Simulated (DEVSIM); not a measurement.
Structure: abrupt Si p-n junction, at 400 K.

Layer 1 from the left is Si, thickness (μm) 2.10, Na (cm⁻³) 2.8e16, τn (s) 7.6e-7, τp (s) 7.6e-7. Layer 2 from the left is Si, thickness (μm) 9.20, Nd (cm⁻³) 8.5e15, τn (s) 7.6e-7, τp (s) 7.6e-7.

Left contact: ohmic. Right contact: ohmic. Voltage is applied to the left contact. Recombination: SRH at mid-gap, radiative, Auger. Mobility is μmin + (μ − μmin)/(1 + (N/Nref)^α).

The device is made up for the run: typed textbook-type constants, with dimensions and the other settings drawn at random. Values at 300 K; Nc and Nv go as T^1.5, mobilities as T to minus their exponent, the gap by Varshni's rule with the affinity fixed.

Si: gap (eV) 1.124, affinity (eV) 4.05, permittivity 11.7, Nc (cm⁻³) 2.86e19, Nv (cm⁻³) 3.1e19, μn (cm²/Vs) 1417, μp (cm²/Vs) 470, μn,min 52, μp,min 45, Nref,n 9.7e16, Nref,p 2.2e17, αn 0.68, αp 0.72, T exponent of μn 2.3, T exponent of μp 2.2, B (cm³/s) 4.7e-15, Cn (cm⁶/s) 2.8e-31, Cp (cm⁶/s) 9.9e-32, Varshni α (eV/K) 0.000473, Varshni β (K) 636.

Q: Estimate by hand the built-in potential, the peak field at zero bias, the capacitance at -6 V, and compare with a numerical solution.

A: 
- Built-in potential: ni = √(Nc Nv) exp(−Eg/2kT) = 5.68e12 cm⁻³ with Eg = 1.096 eV; Vbi = kT/q ln(Na Nd/ni²) = 0.545 V; numerical 0.545 V.
- Peak field at zero bias: depletion approximation: W = √(2εVbi/(qN)) = 0.329 μm with N = 6.52e15 cm⁻³; field = 2Vbi/W = 33200 V/cm; numerical 31100 V/cm (estimate above by 6.7 %).
- Capacitance at -6 V: C = √(qεN / 2(Vbi + |V|)) = 9.09 nF/cm²; numerical 9.14 nF/cm² (estimate below by 0.53 %).

Model (solved in DEVSIM): 1D drift-diffusion, Boltzmann statistics, complete ionisation; no tunnelling, impact ionisation, image-force lowering or self-heating.
